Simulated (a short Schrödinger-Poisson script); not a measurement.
From a short Schrödinger-Poisson script (our own, NumPy): one-band effective-mass equation with BenDaniel-Duke matching, electrons, heavy and light holes apart, hard walls at the outer ends, one valence edge for both holes (no strain splitting), no charge, excitons, band mixing or non-parabolicity; under a field the levels are quasi-bound states of a box, listed while three quarters of their weight lies within 4 nm of the wells.

Stack: single In0.35Ga0.65N/GaN quantum well.

From the first side: 12 nm GaN; 2.5 nm In0.35Ga0.65N, built-in field 5100 kV/cm; 12 nm GaN.

The device is made up for the run: typed textbook-type constants, with dimensions and the other settings drawn at random. In0.35Ga0.65N: direct gap (eV) 2.167, conduction-band edge (eV) 0, electron mass (mₑ) 0.1545, heavy-hole mass 1.7, light-hole mass 0.3. GaN: direct gap (eV) 3.43, conduction-band edge (eV) 0.884, electron mass (mₑ) 0.2, heavy-hole mass 1.9, light-hole mass 0.33.

The valence-band edge of each layer lies one gap below its conduction-band edge. The electron's potential energy rises along the stack by the applied field and, inside the well alone, by the built-in field (unscreened; none in the barriers). Mesh 0.03 nm at interfaces.

Problem. Give the e1-hh1 transition at zero applied field (eV); the squared e1-hh1 overlap at zero applied field; the shift of e1-hh1 at 270 kV/cm (meV).

Solution. e1-hh1 transition at zero applied field (eV): 1.780; squared e1-hh1 overlap at zero applied field: 0.03; shift of e1-hh1 at 270 kV/cm (meV): -50.7. Excitons, screening of the built-in field, fields in the barriers and alloy fluctuations are left out, and strain enters only through the typed gaps and offsets, so measured lines lie elsewhere.
